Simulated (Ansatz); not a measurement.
Here is the system:

```xyz
10
Lattice="0.0017 5.6613 5.5467 5.7177 0.0014 5.5470 5.8209 5.7648 -0.1018" Properties=species:S:1:pos:R:3 pbc="T T T"
Cs     2.8933     2.8654     2.7387
Cs     8.6470     8.5621     8.2533
Ag     5.7702     5.7138     5.4960
Bi     0.0000     0.0000     0.0000
Br     2.8742     5.6773     5.5297
Br     8.6662     5.7502     5.4622
Br     5.7338     2.8669     5.5287
Br     5.8065     8.5606     5.4632
Br     5.8033     5.7458     2.7468
Br     5.7371     5.6817     8.2452
```

No spin polarisation.

Computed with r2SCAN, PAW, 500 eV (Ansatz, a program for electronic structure; no spin-orbit coupling). k-mesh 5×5×5 (Γ-centred); smearing 0.05 eV (Fermi–Dirac).

Q: What pressure (mean of the normal stresses, compression positive) does the calculation give?

A: -0.20 GPa.

Q: Predict the smallest direct gap.

A: 2.71 eV.

Q: Estimate the band gap.

A: 1.57 eV.

Spin-orbit coupling, missing from the scalar runs, can matter with Bi. The cells carry an imposed strain or load. Whether these cells are dynamically stable was not tested. The cell was made from Cs2AgBiBr6 (space group Fm-3m, No. 225) by this change: strain tensor (xx, yy, zz, yz, xz, xy) = (+1.71, +0.72, −1.30, −0.90, −0.90, +0.93) %.
